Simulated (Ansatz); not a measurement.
## What isotropic strain +3.00 % does to Os

Consider Os in the hcp (Mg type) structure (space group P6_3/mmc, No. 194; a = 2.7543 Å, c = 4.3474 Å; relaxed with 0.1 eV smearing).

The change: every lattice vector is stretched by 3.00 %; the atoms relax in the strained cell.

Method: PBE, PAW, 420 eV (Ansatz, an electronic-structure program; no SOC). Γ-centred 24×24×13 mesh, Fermi–Dirac width 0.1 eV.

| quantity | base | changed | shift |
|---|---|---|---|
| volume per atom | 14.28 Å³ | 15.61 Å³ | +1.324 Å³ |
| shortest interatomic distance | 2.693 Å | 2.774 Å | +0.081 Å |
| energy relative to the base (free energy F) | 0 meV/atom | +128 meV/atom | +128 meV/atom |
| band gap | zero | zero | – |

Final structure:

```
Os
1.0
    2.83696     0.00000     0.00000
   -1.41848     2.45688     0.00000
    0.00000     0.00000     4.47781
Os
2
Direct
  0.66667   0.33333   0.75000
  0.33333   0.66667   0.25000
```

No phonon test of stability was made. All final runs are without spin polarisation.
